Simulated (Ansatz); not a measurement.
Take InAgTe2 in the chalcopyrite structure (space group I-42d, No. 122) as the base.

```yaml
crystal:
  lattice:
    - [-3.21597, 3.21597, 6.38292]
    - [3.21597, -3.21597, 6.38292]
    - [3.21597, 3.21597, -6.38292]
  atoms:
    - { symbol: In, position: [0.50000, 0.50000, 0.00000] }
    - { symbol: In, position: [0.25000, 0.75000, 0.50000] }
    - { symbol: Te, position: [0.37500, 0.36624, 0.49124] }
    - { symbol: Te, position: [0.63376, 0.12500, 0.00876] }
    - { symbol: Te, position: [0.87500, 0.88376, 0.50876] }
    - { symbol: Te, position: [0.11624, 0.62500, 0.99124] }
    - { symbol: Ag, position: [0.00000, 0.00000, 0.00000] }
    - { symbol: Ag, position: [0.75000, 0.25000, 0.50000] }
```

Cartesian axes are those of the cell as printed.

Level of theory: PBEsol, PAW, 420 eV (Ansatz, a first-principles code; no SOC).

For the base:

The band gap is 0.08 eV, the volume per atom is 33.01 Å³ and the pressure is 0.0 GPa.

One thing is altered: tensile biaxial strain of 2.25 % in the plane normal to [001], as in epitaxy on a mismatched substrate; the out-of-plane cell vector and the atoms relax.

Q: Predict the new band gap.

A: The band gap goes from 0.08 eV to zero.

Q: Predict the new volume per atom.

A: The volume per atom grows by 0.41 Å³, from 33.01 Å³ to 33.42 Å³.

Q: Estimate the effect on the pressure.

A: The pressure (mean of the normal stresses, compression positive) goes from zero to -0.6 GPa.

Q: Estimate the effect on the energy relative to the base.

A: The energy goes up by 4.2 meV/atom.

Spin-orbit coupling, missing from the scalar runs, can matter with Te. No phonon test of stability was made. All final runs are without spin polarisation. The zero or small gap of InAgTe2 can change with the level of theory.
